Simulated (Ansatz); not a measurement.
Bond-angle distributions (per cent of the angles at each element, bins of 10°) of a relaxed model of amorphous Sn54Se108 at 5.49 g/cm³. The numbers are results of PBE-D3(BJ), scalar-relativistic without spin-orbit coupling, PAW (Ansatz default set, large-core Se) (plane waves to 420 eV; Ansatz, a quantum-chemistry and plane-wave program), not measurements.

A CHGNet melt-quench gave the starting glass, which DFT then relaxed. The hot cell started wider than the set density and was brought back towards it in steps. It is the lowest in DFT energy of 8 quenches. It is a model cell: composition and starting density were chosen by hand, and all elements were melted together. The geometry includes D3(BJ) dispersion. Its density started from a set value of 5.33 and ended at 5.49 g/cm³. The simulated quench (nominally 40 K/ps over its main leg) is rapid and tends to freeze in more defects than a deposited or slowly cooled glass has. One small periodic cell is one sample of the glass; other quenches scatter about these values. Volume and shape were free in the relaxation.

Neighbours within Sn-Sn 3.34 Å, Sn-Se 3.20 Å, Se-Se 2.76 Å count as bonded.

```csv
angle (°),at Sn,at Se
50-60,0,0
60-70,2,0
70-80,9,3
80-90,24,21
90-100,23,28
100-110,12,20
110-120,11,12
120-130,3,7
130-140,1,3
140-150,3,3
150-160,3,2
160-170,5,1
170-180,4,2
```

They go with these counts of neighbours within the cut-offs, cation contacts included: Sn mean 4.6, most often 5; Se mean 2.8, most often 3.
